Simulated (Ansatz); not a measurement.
# Amorphous Ti$_{10}$Al$_{12}$O$_{38}$

A CHGNet melt-quench gave the starting glass, which DFT then relaxed. O atoms were pushed apart under 1.9 Å during the dynamics, to hinder bonds among them. The hot cell started wider than the set density and was brought back towards it in steps. It is the lowest in DFT energy of 2 quenches. It is a model cell: composition and starting density were chosen by hand, and all elements were melted together. No dispersion term was used.

Computed with PBE, scalar-relativistic without spin-orbit coupling (plane waves to 420 eV, PAW; Ansatz, a first-principles code). Geometry, pressure, stress and energy are those of the PBE run. Its sampling: a 2×2×2 Γ-centred mesh; Fermi-Dirac width 0.02 eV; no spin polarisation. At PBE the levels at both edges of the gap are localised (band-tail or defect states), and the nearest spread-out levels lie 3.0 eV apart at the zone centre.

The number of atoms in the cell comes out as 60. The density (held, not predicted) is 3.20 g/cm³ and the volume per atom is 12.20 Å^3. The pressure on a 2×2×2 Γ-centred mesh is -2.09 GPa and the largest force and stress component on that mesh (the relaxation ran on the zone centre alone) is 0.08 eV/Å and 4.1 GPa. The energy relative to anatase TiO2 + corundum (lowest mix at this level among the phases computed, not always the ambient ones) is 150 meV/atom, the gap between localised states on a 2×2×2 Γ-centred mesh (PBE) is 2.48 eV and the gap between localised states at the zone centre (PBE) is 2.59 eV.

Neighbours within Ti-Ti 3.12 Å, Ti-Al 2.89 Å, Ti-O 2.52 Å, Al-Al 2.66 Å, Al-O 2.32 Å, O-O 1.58 Å count as bonded. Two cations that share two anions don't count as bonded, nor two that share one unless they lie closer than Ti-Ti 3.04 Å, Ti-Al 2.81 Å, Al-Al 2.59 Å.

```json
{
  "Mean coordination of Ti by anions": "5.00 (1 with 4, 8 with 5, 1 with 6)",
  "Mean coordination of Al by anions": "4.58 (6 with 4, 5 with 5, 1 with 6)",
  "Mean coordination of O": "2.76 (9 with 2, 29 with 3)",
  "Mean Al-O bond": "1.854 Å (spread 0.097 Å, 55 counted)",
  "Mean Ti-O bond": "1.951 Å (spread 0.143 Å, 50 counted)"
}
```

Its density started from a set value of 3.20 g/cm³. The simulated quench (nominally 280 K/ps over its main leg) is rapid and tends to freeze in more defects than a deposited or slowly cooled glass has. A cell of this size samples the disorder only roughly. The volume was held where the preparation left it, at a PBE pressure of -2.1 GPa (tension). Stress components on the final sampling reach 4.1 GPa.
